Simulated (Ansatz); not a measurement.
Given:

```yaml
crystal:
  lattice:
    - [4.80496, 0.00000, 0.00000]
    - [0.00000, 4.80496, 0.00000]
    - [0.00000, 0.00000, 4.80496]
  atoms:
    - { symbol: Y, position: [0.00000, 0.00000, 0.00000] }
    - { symbol: Pb, position: [0.50000, 0.50000, 0.00000] }
    - { symbol: Pb, position: [0.00000, 0.50000, 0.50000] }
    - { symbol: Pb, position: [0.50000, 0.00000, 0.50000] }
```

Method: PBEsol, DFPT electron-phonon coupling, linearised Boltzmann equation (plane waves, PAW, scalar-relativistic; Ansatz, a program for electronic structure). How the cell was made: relaxed with this functional, without spin-orbit coupling.

Question: Predict the intrinsic resistivity at 300 K.

Answer: 24 μΩ·cm.

Question: And the electrons' mean free path at that temperature?

Answer: 4.8 nm, weighted by the current that each state carries. Wires not much wider than this gain resistivity from their walls.

A metal at this level (no band gap). Only scattering by harmonic phonons is included (no impurities, grain boundaries, electron-electron scattering or thermal expansion). Spin-orbit coupling is left out, which matters with elements this heavy. The squared frequency of the phonon mode least converged on the k mesh is uncertain by 12 %. Halving the electron mesh (20x20x20) moves the resistivity by up to 2 % at 300 K, the mean free path by up to 10 %. Smearing 0.20 eV; phonons on a 3x3x3 q mesh, which this run doesn't test.

Formula and space group known from diffraction (Crystallography Open Database), not checked to be the room-temperature form: YPb3 (Pm-3m).
